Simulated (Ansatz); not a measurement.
Migration barriers of dopant-vacancy pairs in metallic hosts: PBE bands (Ansatz, a program for electronic structure, plane waves to 420 eV, PAW, climbing-image NEB) beside the CHGNet universal potential on its own band (it has no charge state). Forward barriers of single hops from the lowest site run, static nuclei, no finite-size correction. The rows are a random draw from the bands that converged and passed our checks of state and shape. Saddle orders were checked for a part of the study's bands only and are not shown. Vacancies start on their lattice site; split forms were not set up. Spin-orbit coupling is left out.

```csv
Defect,Route,"Hop (Å), direction in the unit cell","End over start, densest mesh run (eV)",Cell and PBE mesh,CHGNet k-points,PBE (eV)
"Cu-vacancy pair (Cu on Ru, Ru vacant) in hcp Ru, charge 0",a nearby Ru jumps into the vacancy (Cu-vacancy distance between ideal sites 2.66 Å throughout),"2.74 along (-1.01, 0.00, 0.00)",0.00,"36 sites, 3×3×3 shifted along c",none,2.24
"Si-vacancy pair (Si on W, W vacant) in bcc W, charge 0",a nearby W jumps into the vacancy (Si-vacancy distance between ideal sites 2.76 → 3.18 Å),"2.70 along (0.49, 0.49, -0.48)",0.12,"36 sites, 2×2×3 shifted",none,1.58
"Rh-vacancy pair (Rh on Al, Al vacant) in fcc Al, charge 0",Rh changes places with the vacancy (Rh-vacancy distance between ideal sites 2.86 Å throughout),"3.21 along (0.00, 0.56, 0.56)",0.00,"32 sites, 3×3×3 shifted",none,1.22
"Ru-vacancy pair (Ru on Ir, Ir vacant) in fcc Ir, charge 0",Ru changes places with the vacancy (Ru-vacancy distance between ideal sites 2.74 Å throughout),"2.76 along (0.00, 0.50, 0.50)",0.00,"32 sites, 2×2×2 shifted",none,2.57
"Ag-vacancy pair (Ag on Al, Al vacant) in fcc Al, charge 0",Ag changes places with the vacancy (Ag-vacancy distance between ideal sites 2.86 Å throughout),"2.67 along (0.00, 0.47, 0.47)",0.00,"32 sites, 3×3×3 shifted",none,0.41
"Ti-vacancy pair (Ti on Nb, Nb vacant) in bcc Nb, charge 0",a nearby Nb jumps into the vacancy (Ti-vacancy distance between ideal sites 2.87 → 3.31 Å),"2.69 along (0.47, 0.47, -0.47)",0.18,"36 sites, 2×2×3 shifted",none,0.50
"Ag-vacancy pair (Ag on Ru, Ru vacant) in hcp Ru, charge 0",Ag changes places with the vacancy (Ag-vacancy distance between ideal sites 2.66 Å throughout),"2.42 along (-0.61, -0.31, 0.45)",0.00,"36 sites, 2×2×2 shifted along c",none,1.25
"Cu-vacancy pair (Cu on Ru, Ru vacant) in hcp Ru, charge 0",Cu changes places with the vacancy (Cu-vacancy distance between ideal sites 2.66 Å throughout),"2.59 along (-0.66, -0.33, 0.48)",0.00,"36 sites, 3×3×3 shifted along c",none,1.19
```

Question: What does CHGNet give for each row, and how does it differ from PBE over these rows?

Answer: In the order of the rows: 0.70, 0.53, 0.41, 0.81, 0.02, 0.37, 0.21, 0.52 eV. Against PBE it lies higher in 0 of 8 rows and lower in 8 (differences over 0.07 eV). The mean difference is -0.92 eV (median -0.93) and the mean size 0.92 eV; the largest, -1.76 eV, is in row 4.
